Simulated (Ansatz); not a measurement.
## hexagonal La2O3 (0 0 1) on germanium (1 1 1) (film strained to the substrate, faces as cut)

A periodic stack without vacuum, hexagonal La2O3 (0 0 1) on germanium (1 1 1) (film strained to the substrate, faces as cut): substrate slab Ge8, film La2O5, surface cells [[1, -1], [0, 1]] and [[0, -1], [1, 1]], film strained by +3.4 and +3.4 %, faces Ge/Ge and O/O as cut (like faces can put a slab off its formula).

The start was prepared with a machine-learned potential, and the result is one local minimum, with the in-plane cell held and forces under 0.04 eV/Å; the film can end far from its bulk form.

All values below come from PBE (plane waves to 420 eV, PAW; Ansatz, an electronic-structure program). Scalar-relativistic, without spin–orbit coupling; the runs are not spin-polarised; PBE gaps are too small against experiment. Its k-point mesh 7×7×1, Fermi–Dirac width 0.05 eV.

- interface area: 14.4 Å²
- period: 21.26 Å
- gaps between the outermost planes at the two interfaces: 1.08 and 0.17 Å
- Ge–La contacts across the interfaces within 1.22 times the sum of covalent radii: 4, mean 3.66 Å
- Ge–O contacts across the interfaces within 1.22 times the sum of covalent radii: 3, mean 1.78 Å

```
La2Ge8O5
1.0
    4.07443    -0.00041     0.00820
   -2.03628     3.52711     0.05263
   -0.06183     2.05851    21.29369
Ge La O
8 2 5
Cartesian
 -0.43306   1.83120  -0.06871
 -0.82223   2.01261   2.44053
  1.21529   0.82263   3.20887
  1.24594   0.75072   5.72611
  1.24462   3.08928   6.58208
  1.23352   3.11075   9.08927
 -0.80645   1.89370  10.05492
  1.22614   2.34428  12.14661
  1.21280   2.95650  18.45382
 -0.82184   4.19965  15.53276
  3.24779   1.78989  17.54870
  1.21427   3.01390  15.69599
 -0.81467   4.43748  13.25567
  1.05112   3.00409  21.04267
 -0.85235   4.12796  19.49491
```
